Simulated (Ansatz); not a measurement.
Base system: MgO in the rock salt structure (space group Fm-3m, No. 225; a = 4.2539 Å).

All numbers come from Ansatz (a program for electronic structure) PBE, without spin-orbit coupling.

Carriers are added at fixed cell with a uniform background; the Fermi–Dirac width is that of 300 K.

One change was made to it. Results:

| quantity | base | after |
|---|---|---|
| gap between the host's bands | 4.46 eV | 4.57 eV |
| Fermi level relative to the doped band's edge (positive inside the band; to 0.05 eV) | – | +0.15 eV |
| gap character | direct at Γ | direct at Γ |

Question: What was done to the base?
A. electrons 5.0×10^20 cm⁻³
B. holes 3.0×10^21 cm⁻³
C. holes 5.0×10^20 cm⁻³

Answer: B, holes 3.0×10^21 cm⁻³. For comparison, the gap between the host's bands in the other runs: holes 5.0×10^20 cm⁻³ gives 4.48 eV; electrons 5.0×10^20 cm⁻³ gives 4.45 eV.

Charged cell with a jellium background: band edges are those of the host's band count, energies are not comparable with the neutral cell, and many-body gap narrowing is missing. Stability against distortions was not tested. The base started in Pnma and relaxed to Fm-3m at this level.
